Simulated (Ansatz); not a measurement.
Input and output of a self-consistent single point for YbSi₂Cu₂ (I4/mmm, 5 atoms in the cell) (Ansatz, a first-principles code).

Level of theory: LDA (PW92), default PAW files made with PBE (plane waves; Ansatz).

```yaml
crystal:
  lattice:
    - [-1.98782, 1.98782, 4.82759]
    - [1.98782, -1.98782, 4.82759]
    - [1.98782, 1.98782, -4.82759]
  atoms:
    - { symbol: Yb, position: [0.00000, 0.00000, 0.00000] }
    - { symbol: Si, position: [0.61924, 0.61924, 0.00000] }
    - { symbol: Si, position: [0.38076, 0.38076, 0.00000] }
    - { symbol: Cu, position: [0.75000, 0.25000, 0.50000] }
    - { symbol: Cu, position: [0.25000, 0.75000, 0.50000] }
```

Reference input (self-consistent single point, DFT, LDA (PW92), plane waves, default PAW files made with PBE): basis.ecutwfc = 420 eV; kpoints.mp_grid.grid = 9 9 9; hamiltonian.xc = lda; hamiltonian.pseudopotentials = {kind: paw} (the program's default PAW files); scf.occupations.method = methfessel_paxton; scf.occupations.width = 0.1 eV. This run's input differs from it in these lines:

Ansatz 0.2 input:
```diff
@@ -14,3 +14,3 @@
 kpoints:
-  mp_grid: { grid: [9, 9, 9] }
+  mp_grid: { grid: [5, 5, 5], shift: [0.5, 0.5, 0.5] }
 hamiltonian:
```

The program printed (abridged):

```
SCF iter   1: F=—  HF=-27898.490570 eV  |F-HF|=—  |Δ(HF+E_count)|=         —  Δρ=3.28e-1  dr2=6.42e1  ethr=3.10e-3  ⟨swp⟩=6.4  Hψ=3402  notcnv=0
all-band conjugate gradients solve this SCF's bands
preconditioner: auto → Kerker (q_TF=auto, 2.689 Å⁻¹)
SCF iter   2: F=—  HF=-27893.662019 eV  |F-HF|=—  |Δ(HF+E_count)|=    4.83e0  S|Δr|=    0.00e0  Δρ=1.14e-1  dr2=9.90e0  ethr=3.10e-3  ⟨swp⟩=3.2  Hψ=1754  notcnv=0  defer=27
   [... lines left out ...]
SCF iter   9: F=—  HF=-27892.169374 eV  |F-HF|=—  |Δ(HF+E_count)|=   1.15e-5  S|Δr|=    0.00e0  Δρ=5.26e-5  dr2=1.86e-6  ethr=3.61e-8  ⟨swp⟩=2.3  Hψ=1063  notcnv=0  defer=31
SCF iter  10: F=—  HF=-27892.169374 eV  |F-HF|=—  |Δ(HF+E_count)|=   2.05e-7  S|Δr|=    0.00e0  Δρ=1.28e-5  dr2=8.24e-8  ethr=1.43e-10  ⟨swp⟩=12.3  Hψ=4928  notcnv=0
SCF iter  11: F=-27892.169374 eV  HF=-27892.169374 eV  |F-HF|=1.12e-8  |Δ(HF+E_count)|=   4.39e-8  S|Δr|=    0.00e0  Δρ=3.71e-6  dr2=1.22e-8  ethr=1.18e-10  ⟨swp⟩=5.1  Hψ=3136  notcnv=0
SCF 1 converged in 11 iterations: F = -27892.169374 eV  dr2 = 1.22e-8
Stability not checked (fill_not_monotonic)
Free energy (F): -27892.169374 eV
Internal energy: -27892.168269 eV  (E = F + TS)
E sigma→0 (E₀):  -27892.169098 eV
Entropy (-TS):   -0.001105 eV (-0.221 meV/atom)
Fermi energy:    13.771254 eV
--- Forces (eV/Å), atoms counted from 1 ---
  atom   1  Yb    -0.00000000     0.00000000     0.00000000
  atom   2  Si    -0.00000000     0.00000000     0.16010567
  atom   3  Si    -0.00000000     0.00000000    -0.16010567
  atom   4  Cu     0.00000000     0.00000000     0.00000000
  atom   5  Cu     0.00000000     0.00000000     0.00000000
--- Stress (GPa, compression-positive) ---
       -5.533791       0.000000      -0.000000
        0.000000      -5.533791      -0.000000
        0.000000       0.000000      -1.184572
  P = ⅓ Tr σ = -4.0841 GPa (-40.841 kbar)
  The stress holds the Pulay correction. Without it, at fixed plane waves, as pw.x and ABINIT print it: P = -4.1524 GPa
```

The run converged in 11 iterations. Against the reference run the free energy goes up by 8.7 meV/atom, the pressure stays near -4.08 GPa while the zz stress (positive for compression) goes from -1.96 to -1.18 GPa and the largest force goes from 0.235 to 0.160 eV/Å.

The starting cell comes from a database of computed structures (which also holds hypothetical and non-ambient phases and stackings), without a prior relaxation at this level. Its lattice was rescaled by a random factor within 2.5 % of one. Spin polarisation is off. Ansatz's pressure includes its estimate of the finite-basis (Pulay) stress.
